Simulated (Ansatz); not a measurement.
Take BeS in the zinc blende structure (space group F-43m, No. 216) as the base.

```
BeS
1.0
    0.00000     2.41896     2.41896
    2.41896     0.00000     2.41896
    2.41896     2.41896     0.00000
S Be
1 1
Direct
  0.25000   0.25000   0.25000
  0.00000   0.00000   0.00000
```

Cartesian axes are those of the cell as printed.

The values are results of plane-wave PAW DFT at the PBEsol level (Ansatz, a first-principles code, 420 eV), no SOC, not measurements.

Strains are applied to the cell and any free atomic positions relax; under biaxial strain the out-of-plane vector relaxes too.

One change was made to it. Results:

```json
[
 {"quantity": "pressure (mean of the normal stresses, compression positive)", "base": "0.00 GPa", "after": "0.70 GPa"},
 {"quantity": "energy relative to the base (free energy F)", "base": "0 meV/atom", "after": "+3.9 meV/atom"}
]
```

Question: Which of these changes matches the shifts?
A) tensor shear ε_xy = −0.92 %
B) biaxial strain +1.85 %, plane normal [001], relaxed out of plane
C) strain tensor (xx, yy, zz, yz, xz, xy) = (−1.41, −0.13, +0.88, −0.09, −0.80, +1.02) %

Answer: C, strain tensor (xx, yy, zz, yz, xz, xy) = (−1.41, −0.13, +0.88, −0.09, −0.80, +1.02) %. For comparison, the pressure in the other runs: biaxial strain +1.85 %, plane normal [001], relaxed out of plane gives -1.99 GPa; tensor shear ε_xy = −0.92 % gives 0.02 GPa.

Whether these cells are dynamically stable was not tested.
